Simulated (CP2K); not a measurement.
Band structure of LaAlH₆ (R-3m, 8 atoms in the cell).

```
CELL_PARAMETERS angstrom
      4.32859     0.00000     0.00000
     -0.62498     4.28323     0.00000
     -0.62498    -0.72279     4.22181
ATOMIC_POSITIONS crystal
  La 0.50000 0.50000 0.50000
  Al 0.00000 0.00000 0.00000
  H  0.93995 0.29183 0.29183
  H  0.06005 0.70817 0.70817
  H  0.29183 0.93995 0.29183
  H  0.70817 0.06005 0.70817
  H  0.29183 0.29183 0.93995
  H  0.70817 0.70817 0.06005
```

Method of the run: CP2K with PBEsol, GPW, DZVP-MOLOPT-SR-GTH basis, GTH-PBE potentials (GTH_POTENTIALS).

Settings: CUTOFF = 500 Ry; REL_CUTOFF = 50 Ry; KPOINTS/SCHEME = MACDONALD 6 6 6 0.08333333333 0.08333333333 0.08333333333; XC_FUNCTIONAL = PBE:PBESOL; La/BASIS_SET = DZVP-MOLOPT-SR-GTH; La/POTENTIAL = GTH-PBE-q11; Al/BASIS_SET = DZVP-MOLOPT-SR-GTH; Al/POTENTIAL = GTH-PBE-q3; H/BASIS_SET = DZVP-MOLOPT-SR-GTH; H/POTENTIAL = GTH-PBE-q1; METHOD = GPW; EPS_DEFAULT = 1e-10; EXTRAPOLATION = USE_GUESS; NGRIDS = 5.

The starting cell comes from a database of computed structures (which also holds hypothetical and non-ambient phases and stackings), without a prior relaxation at this level. Its lattice was rescaled by a random factor within 2.5 % of one. Values carry the incompleteness of an atom-centred basis. The potentials were made for another functional than the one used.

**Question.** Predict the gap along the standard path and the places of the band edges.

**Answer.** The gap along the path is 2.08 eV, from L to Γ; the smallest direct gap on it is 2.79 eV. Another conduction valley lies within 0.1 eV, so the order of the valleys is not sure.

Levels in eV from the top of the valence band on the SCF mesh, bands 7 to 11:
| point | 7 | 8 | 9 | 10 | 11 |
|---|---|---|---|---|---|
| Γ | -2.44 | -1.81 | -1.81 | -1.81 | 2.08 |
| P | -3.43 | -3.43 | -1.57 | -1.57 | 4.01 |
| Z | -3.50 | -3.50 | -1.54 | -1.54 | 4.34 |
| Q | -3.30 | -3.28 | -1.52 | -1.52 | 3.74 |
| F | -3.09 | -3.09 | -1.36 | -0.78 | 2.16 |
| P1 | -3.43 | -3.43 | -1.57 | -1.57 | 4.01 |
| Q1 | -3.30 | -3.28 | -1.52 | -1.52 | 3.74 |
| L | -3.02 | -2.90 | -0.22 | 0.00 | 2.86 |

Higher empty bands are left out: an atom-centred basis made for the valence describes them poorly.
